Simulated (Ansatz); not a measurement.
## MoTe2: energy against strain

MoTe2 (2H layered, P6_3/mmc, 24.170 Å³/atom and stress up to 0.01 GPa in the relaxed cell, c along z) under a strain ε along c (axis z), the other axes held. PBE-D3(BJ) in Ansatz, a plane-wave DFT program (PAW, default set), 420 eV, 11×11×3 Γ-centred mesh, Fermi-Dirac smearing 0.05 eV; ions are relaxed, or left where forces stay under 0.02 eV/Å, within the symmetry of each cell.

Here s stands for strain and y for E less E0.

| strain (%) | E less E0 (meV/atom) |
|---|---|
| -1.20 | 0.79 |
| -0.60 | 0.19 |
| 0.00 | 0.00 |
| 0.60 | 0.18 |
| 1.20 | 0.68 |
| 3.00 | ? |

Q: Using a parabola, estimate the missing y at s = 3.00 from the other rows, showing the fit.

A: Least squares gives y = 0.001 - 0.0383·s + 0.5099·s². Residuals (row less fit): 0.009, -0.018, -0.001, 0.018, -0.009; standard error 0.020 (degrees of freedom: 2). Twice the quadratic coefficient over the volume, 2 × 0.5099 meV × 10⁴ × 0.1602 / 24.170 Å³, is the elastic constant C33 = 68 ± 2 GPa (± standard error of the fit, which holds the terms cut off). At the withheld row, y = 0.001 - 0.0383 × 3.0 + 0.5099 × 3.0² = 4.475 meV/atom. The calculation gives 3.82 meV/atom, 0.655 meV/atom below the prediction (17.1 % of the range of y in the table). The row lies outside the fitted rows, so this is an extrapolation. From the scatter of the fitted rows alone, a prediction at this place has a standard error of 0.130 meV/atom, so the miss is 5.0 times that.

A polynomial of degree 3 through the 10 other runs of the series gives 3.77 there, so most of the miss is curvature that the fit leaves out. Spin-orbit coupling is left out, which can shift these values for the heavy elements here. Rows are the converged runs of the series near zero and its far end; series whose fitted rows scatter by over a few per cent of the range, as at a crossing or softening among them, aren't shown in this form, nor equations of state whose B0' disagrees with the runs' pressures. Most that stay on the fit to the last digits aren't either.
